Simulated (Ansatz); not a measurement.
The starting structures come from a database of crystals and need not be the phases stable at ambient conditions.

 Where the default PAW files enter, the runs use the earlier of Ansatz's two default sets.

Input:

```xyz
6
Lattice="3.2409 0.0000 0.0000 0.0000 4.7880 0.0000 0.0000 0.0000 4.7206" Properties=species:S:1:pos:R:3 pbc="T T T"
Sn     1.6204     2.3940     2.3603
Sn     0.0000     0.0000     0.0000
O      0.0000     3.3906     1.5155
O      0.0000     1.3974     3.2051
O      1.6204     0.9966     0.8448
O      1.6204     3.7914     3.8758
```

Space group of this cell: Pnnm. The cell is strained (lengths along the current scaled by 0.97, ions clamped); by r2SCAN its mean pressure is -3.2 GPa.

Transport runs along the normal of the first two printed cell vectors.

The gap is the functional's own, uncorrected, and κ follows it; spin-orbit coupling is left out. Mid-gap values are interpolated between the computed energies.

Predict the band gap and the smallest decay constant κ at mid-gap from r2SCAN (Ansatz, an electronic-structure program).

Gap 1.67 eV on a 10×6×6 mesh; κ = 0.178 1/Å, at the zone centre.
